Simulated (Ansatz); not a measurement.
The starting structures come from a database of crystals and need not be the phases stable at ambient conditions.

Inside the gap of an insulator the Bloch states are evanescent, with a wavenumber k + iκ along the transport direction.

```yaml
crystal:
  lattice:
    - [5.55317, 0.00000, 0.00000]
    - [2.77659, 12.34104, 0.00000]
    - [2.77659, 0.00000, 2.77659]
  atoms:
    - { symbol: Nb, position: [0.41191, 0.17617, 0.00000] }
    - { symbol: Nb, position: [0.58809, 0.82383, 0.00000] }
    - { symbol: Bi, position: [0.20012, 0.59976, 0.00000] }
    - { symbol: Bi, position: [0.79988, 0.40024, 0.00000] }
    - { symbol: Pb, position: [0.00000, 0.00000, 0.00000] }
    - { symbol: O, position: [0.58058, 0.83884, 0.50000] }
    - { symbol: O, position: [0.41942, 0.16116, 0.50000] }
    - { symbol: O, position: [0.08058, 0.83884, 0.50000] }
    - { symbol: O, position: [0.91942, 0.16116, 0.50000] }
    - { symbol: O, position: [0.75000, 0.50000, 0.50000] }
    - { symbol: O, position: [0.25000, 0.50000, 0.50000] }
    - { symbol: O, position: [0.50000, 0.00000, 0.00000] }
    - { symbol: O, position: [0.66388, 0.67225, 0.00000] }
    - { symbol: O, position: [0.33612, 0.32775, 0.00000] }
```

Space group of this cell: I4/mmm. The cell was relaxed by PBE-D3(BJ); by r2SCAN its mean pressure is -1.5 GPa.

Transport runs along the normal of the first two printed cell vectors, the (110) plane of the conventional cell.

The gap is the functional's own. No spin-orbit coupling. Mid-gap values are interpolated on the energy grid.

Task: Predict the band gap and the smallest decay constant κ at mid-gap from r2SCAN (Ansatz, a quantum-chemistry and plane-wave program).

Result: Gap 1.69 eV on a 12×12×12 mesh; κ = 0.211 1/Å, at (0.000, 0.500) of the in-plane reciprocal vectors. At the zone centre, at the nearest computed energy, the slowest state has κ = 0.21 1/Å.
